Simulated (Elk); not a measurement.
Band structure of CuI2 (P4/mmm, 3 atoms in the cell).

```
CELL_PARAMETERS angstrom
      5.07453     0.00000     0.00000
      0.00000     5.07453     0.00000
      0.00000     0.00000     4.43420
ATOMIC_POSITIONS crystal
  Cu 0.00000 0.00000 0.00000
  I  0.00000 0.50000 0.00000
  I  0.50000 0.00000 0.00000
```

Level of theory: Elk with PBEsol, all-electron FP-LAPW, Elk's shipped species files, APW+lo basis with extra local orbitals.

Settings: xctype = 22; rgkmax = 7.5; stype = 0; swidth = 0.00999582 Ha; ngridk = 7 7 8; gmaxvr = 16 1/bohr; nxlo = 2; lorbcnd = true; rmtscf = 0.9; lmaxi = 3; maxscl = 100.

The starting cell comes from a database of computed structures (which also holds hypothetical and non-ambient phases and stackings), without a prior relaxation at this level. Its lattice was rescaled by a random factor within 2.5 % of one. Spin-orbit coupling is off. Spin polarisation is off. Values depend on the basis (sphere radii, cutoffs, local orbitals), which need not be converged. The run gives no clean gap (levels at the Fermi energy touch, overlap or are partly filled at this smearing), which alone does not show that the compound is a metal.

Levels in eV from the Fermi level, bands 23 to 30:
```tsv
point	23	24	25	26	27	28	29	30
Γ	-1.93	-0.51	-0.51	-0.42	0.69	4.33	6.25	6.93
X	-1.65	-1.26	-1.03	-0.52	4.81	5.71	6.22	6.32
M	-0.48	-0.48	0.62	1.69	4.66	5.87	5.87	6.53
Z	-2.06	-1.33	-0.41	-0.41	1.22	5.51	6.25	6.25
R	-1.78	-1.44	-1.26	-0.94	3.92	5.58	6.50	6.66
A	-1.20	-1.20	0.70	1.76	2.12	4.74	6.25	6.25
```

Bands cross the Fermi level along this path, so the cell is metallic at this level.
